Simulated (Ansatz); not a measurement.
A computed series for MoS2: response to strain

Consider MoS2 in the 2H-MoS2 type structure (space group P6_3/mmc, No. 194; a = 3.1730 Å, c = 12.4366 Å; layered, stacked along the Cartesian z axis). Axes: x lies along a and z along c of the hexagonal cell.

Strains are applied to the cell and any free atomic positions relax; under biaxial strain the out-of-plane vector relaxes too.

Levels (all Ansatz, an electronic-structure program, PAW): r2SCAN+rVV10 (500 eV, no spin-orbit coupling); HSE06 (420 eV, no spin-orbit coupling).

Band gaps by level, all at the geometries relaxed with r2SCAN+rVV10:

```json
[
 {"case": "base", "r2SCAN+rVV10": "1.01 eV", "HSE06": "1.47 eV"},
 {"case": "biaxial strain −1.01 %, plane normal [001], relaxed out of plane", "r2SCAN+rVV10": "1.06 eV", "HSE06": "1.54 eV"},
 {"case": "biaxial strain −0.24 %, plane normal [001], relaxed out of plane", "r2SCAN+rVV10": "1.02 eV", "HSE06": "1.50 eV"}
]
```

Single points use the geometry relaxed with r2SCAN+rVV10. The hybrid gap comes from the SCF mesh plus the semilocal run's edge points and a few special points and is an upper bound. No phonon test of stability was made.
